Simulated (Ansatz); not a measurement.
Amorphous cells of 8 compositions: the gap between the highest filled and lowest empty level at the zone centre, by PBE and by a single point of r2SCAN on the same geometry (PBE, scalar-relativistic without spin-orbit coupling (plane waves to 420 eV, PAW; Ansatz, a program for electronic structure); r2SCAN at 500 eV). The networks come from melt-quench runs on the CHGNet potential at compositions and starting densities chosen by hand, with anions pushed apart in the CHGNet dynamics, and DFT then relaxed them. The cells are small and were quenched far faster than real films, so single cells scatter. Defect or tail levels can set these gaps. The rows are the first to finish with both values and no moments.

| cell | PBE gap x (eV) | r2SCAN gap y (eV) |
|---|---|---|
| A (Ti20O43Ga2, 3.72 g/cm3) | 2.42 | 2.75 |
| B (Ti20O43Sb2, 3.70 g/cm3) | 2.45 | 2.69 |
| C (Ti20O42Ge, 3.63 g/cm3) | 2.47 | 2.78 |
| D (Ti20O43Lu2, 3.98 g/cm3) | 2.71 | withheld |
| E (Ti20O43Sc2, 3.60 g/cm3) | 2.71 | 3.07 |
| F (Ti20O43In2, 3.87 g/cm3) | 2.75 | 3.09 |
| G (Ti20O43La2, 3.79 g/cm3) | 2.76 | 3.12 |
| H (Si24O53Ta2, 2.65 g/cm3) | 3.03 | 3.40 |

### Question
Fit a straight line through the 7 full rows and predict the withheld value for D (Ti20O43Lu2, 3.98 g/cm3).

### Answer
Means: x = 2.656, y = 2.986. Slope = Σ(Δx Δy) / Σ(Δx²) = 0.3381 / 0.2952 = 1.15; the r.m.s. residual is 0.029. Prediction: 2.986 + 1.15 × (2.71 − 2.656) = 3.05. The run gave 3.06, 0.01 above the line.
